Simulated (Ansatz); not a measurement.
# HgS: energy against strain

HgS (zinc blende, F-43m, 25.359 Å³/atom at rest) under an equal strain ε in the (001) plane with the normal axis free, as in a coherent film. PBEsol in Ansatz, a plane-wave DFT program (PAW, default set), 420 eV, 10×10×10 Γ-centred mesh, Fermi-Dirac smearing 0.05 eV; ions are relaxed within the symmetry of each cell.

Here s stands for strain and y for E less E0.

| strain (%) | E less E0 (meV/atom) |
|---|---|
| -3.00 | ? |
| -1.50 | 1.51 |
| -1.00 | 0.66 |
| -0.50 | 0.17 |
| 0.00 | 0.00 |
| 0.50 | 0.16 |
| 1.00 | 0.64 |
| 1.50 | 1.44 |

Question: Fit y against s with a parabola, and predict the withheld value at s = -3.00.

Answer: Least squares gives y = -0.001 - 0.0186·s + 0.6552·s². Residuals (row less fit): 0.009, -0.013, -0.002, 0.001, 0.007, 0.004, -0.005; standard error 0.009 (degrees of freedom: 4). Twice the quadratic coefficient over the volume, 2 × 0.6552 meV × 10⁴ × 0.1602 / 25.359 Å³, is twice the biaxial elastic modulus of this plane = 83 ± 0.5 GPa. At the withheld row, y = -0.001 - 0.0186 × (-3.0) + 0.6552 × (-3.0)² = 5.952 meV/atom. The calculation gives 6.22 meV/atom, 0.268 meV/atom above the prediction (4.3 % of the range of y in the table). The row lies outside the fitted rows, so this is an extrapolation. From the scatter of the fitted rows alone, a prediction at this place has a standard error of 0.035 meV/atom, so the miss is 7.7 times that.

One order more, fitted to all 13 runs of the series, follows each within 0.01, so the miss is the next term of a smooth law. This level leaves no gap over 0.05 eV at strain -3.00, -1.50, -1.00, -0.50, 0.00, 0.50, 1.00, 1.50, where the mesh may be coarse. HgS is here metacinnabar; cinnabar is the stable form. Rows are the converged runs of the series near zero and its far end; series whose fitted rows scatter by over a few per cent of the range, as at a crossing or softening among them, aren't shown in this form. Most that stay on the fit to the last digits aren't either.
